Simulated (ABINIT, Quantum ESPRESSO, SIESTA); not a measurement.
# One structure in several programs: TaN (Fm-3m, 2 atoms in the cell)

Self-consistent single point.

```yaml
crystal:
  lattice:
    - [0.00000, 2.21132, 2.21132]
    - [2.21132, 0.00000, 2.21132]
    - [2.21132, 2.21132, 0.00000]
  atoms:
    - { symbol: Ta, position: [0.50000, 0.50000, 0.50000] }
    - { symbol: N, position: [0.00000, 0.00000, 0.00000] }
```

Shared settings, as Quantum ESPRESSO writes them: occupations = smearing; smearing = gauss; degauss = 0.0147 Ry; K_POINTS = automatic 4 4 4 0 0 0. Potentials and cutoffs stand in the table.

```json
[
 {"code": "ABINIT", "model": "PBE, norm-conserving pseudopotentials (PseudoDojo nc-sr-05 PBE standard)", "pressure (GPa)": "-0.32", "cutoff": "42 Ha"},
 {"code": "Quantum ESPRESSO", "model": "PBE, PseudoDojo standard norm-conserving (PBE) pseudopotentials", "pressure (GPa)": "-0.31", "cutoff": "85 Ry"},
 {"code": "SIESTA", "model": "GGA PBE, numerical atomic orbitals TZP, PseudoDojo PBE standard norm-conserving potentials (rewritten from UPF to PSML)", "pressure (GPa)": "1.04", "cutoff": "grid 350 Ry"}
]
```

On ABINIT's run: spin-orbit coupling is off. Spin polarisation is off.

The spread over the programs that give each value: pressure within 1.36 GPa.

SIESTA uses small atom-centred bases, whose incompleteness enters pressures, forces and empty levels differently from a plane-wave cutoff. In the pressure, SIESTA (by 1.36) lies more than 1 GPa from the median of the plane-wave programs.

On the base mesh (9 9 9 0 0 0) the same programs gave: Quantum ESPRESSO pressure -1.48 GPa; ABINIT pressure -1.48 GPa; SIESTA pressure -0.03 GPa.

The values differ from the base mesh's, so the mesh still matters here: the table compares the programs at equal settings.

The starting cell comes from a database of computed structures (which also holds hypothetical and non-ambient phases and stackings), without a prior relaxation at this level.

Left out of this page: GPAW, Elk and FLEUR (not drawn, or without a comparable value); CP2K (on another mesh).
